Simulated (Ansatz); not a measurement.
Start from ZrC in the rock salt structure (space group Fm-3m, No. 225; a = 4.6691 Å; relaxed with 0.1 eV smearing). Axes: x, y, z lie along the cube axes.

Level of theory: PBEsol (Ansatz, a first-principles code; PAW; 420 eV plane waves; no spin-orbit coupling).

It is then changed as follows: uniaxial strain ε_xx = +4.54 %, all other strain components held at zero, atoms relaxed at fixed cell.

What happens to the stress and energy relative to the base?

The stress (xx, yy, zz, yz, xz, xy; compression positive) comes out as (-17.7, -4.3, -4.3, 0.0, 0.0, 0.0) GPa; the energy grows by 35 meV/atom.

No phonon test of stability was made. All final runs are without spin polarisation.
